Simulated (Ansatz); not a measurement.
Base system: BeS in the zinc blende structure (space group F-43m, No. 216).

```xyz
2
Lattice="0.0000 2.3982 2.3982 2.3982 0.0000 2.3982 2.3982 2.3982 0.0000" Properties=species:S:1:pos:R:3 pbc="T T T"
Be     0.0000     0.0000     0.0000
S      1.1991     1.1991     1.1991
```

Calculations: LDA (Ansatz, a first-principles code), no spin-orbit coupling.

Before the change:

| Property | Result |
|---|---|
| Hole mass | 0.34, 0.53, 0.53 mₑ (at Γ) |

Modification: an isotropic linear strain of −0.50 %, atoms relaxed at fixed cell.

Predict the new mean gap deformation potential ΔEg/Δln V.

The mean gap deformation potential ΔEg/Δln V amounts to +2.3 eV.

Predict the new energy relative to the base.

The energy increases by 1.0 meV/atom.

What does the calculation give for the hole mass after the change?

The hole mass (degenerate bands, along [100]) becomes 0.34, 0.52, 0.52 mₑ (at Γ) (base: 0.34, 0.53, 0.53 mₑ (at Γ)).

Effective masses come from finite differences of ±0.01 Å⁻¹. No phonon test of stability was made.
